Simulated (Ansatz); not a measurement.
Band structure of CrO2 (P4_2/mnm, 6 atoms in the cell).

```yaml
crystal:
  lattice:
    - [4.34305, 0.00000, 0.00000]
    - [0.00000, 4.34305, 0.00000]
    - [0.00000, 0.00000, 2.87018]
  atoms:
    - { symbol: Cr, position: [0.00000, 0.00000, 0.50000], spin: 3.0 }
    - { symbol: Cr, position: [0.50000, 0.50000, 0.00000], spin: 3.0 }
    - { symbol: O, position: [0.19726, 0.19726, 0.00000] }
    - { symbol: O, position: [0.80274, 0.80274, 0.00000] }
    - { symbol: O, position: [0.30274, 0.69726, 0.50000] }
    - { symbol: O, position: [0.69726, 0.30274, 0.50000] }
```
(The spins are starting values, not results.)

Level of theory: PBE, PAW files (plane waves; Ansatz, a first-principles code).

Settings: basis.ecutwfc = 420 eV; kpoints.mp_grid.grid = 5 5 7; hamiltonian.xc = pbe; hamiltonian.pseudopotentials = {kind: paw} (the program's default PAW files); magnetization.spin_polarized = true; scf.occupations.method = fermi_dirac; scf.occupations.width = 0.136 eV; kpoints.band_path.npoints = 8.

The starting cell comes from a database of computed structures (which also holds hypothetical and non-ambient phases and stackings), without a prior relaxation at this level. Its lattice was rescaled by a random factor within 2.5 % of one. The magnetic order is the one reached from the typed start; others were not searched systematically.

Levels in eV from the Fermi level, bands 25 to 32 of the first spin channel:
```tsv
point	25	26	27	28	29	30	31	32
Γ	-1.41	-1.23	-1.23	-1.22	-0.81	1.27	1.32	3.99
X	-0.84	-0.84	-0.36	-0.36	0.34	0.34	3.57	3.57
M	-1.59	-1.59	-1.21	-1.21	0.91	0.91	3.02	3.02
Z	-0.76	-0.76	-0.04	-0.04	0.76	0.76	2.68	2.68
R	-1.55	-1.55	-0.75	-0.75	0.96	0.96	1.85	1.85
A	-0.75	-0.75	-0.32	-0.32	0.00	0.00	3.15	3.15
```

Bands cross the Fermi level along this path, so the cell is metallic at this level.

The net moment of the cell came out as 3.99 μB.

Keys are those of Ansatz 0.2.
